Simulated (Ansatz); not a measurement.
Structures of equal composition on the (111) surface of fcc Cu: a layer of Re in place of the second plane; a layer of Re in place of the third plane. The slabs share one bottom face, and each structure is named by its start. These are constructed structures in small cells; real faces may alloy, dewet or reconstruct in larger ones, and not all known structures of the face are among them. Slabs of about 11 Å, Fermi-Dirac smearing of 0.1 eV. Bottom of the slabs: a bare face, its two planes held. Relaxed from the named starts with such symmetry as they have, on meshes of like density; energies extrapolated to zero smearing; spin only where a row says so; no spin-orbit coupling, no U. Brackets mark spin-polarised runs, whose order is one that fits the cell.

Method: PBE (plane waves to 420 eV, PAW; Ansatz, a quantum-chemistry and plane-wave program).

Task: Put the candidates in order of energy per 1x1 cell, lowest first, for PBE.

Result: a layer of Re in place of the third plane (0.000 eV), a layer of Re in place of the second plane (0.183 eV)
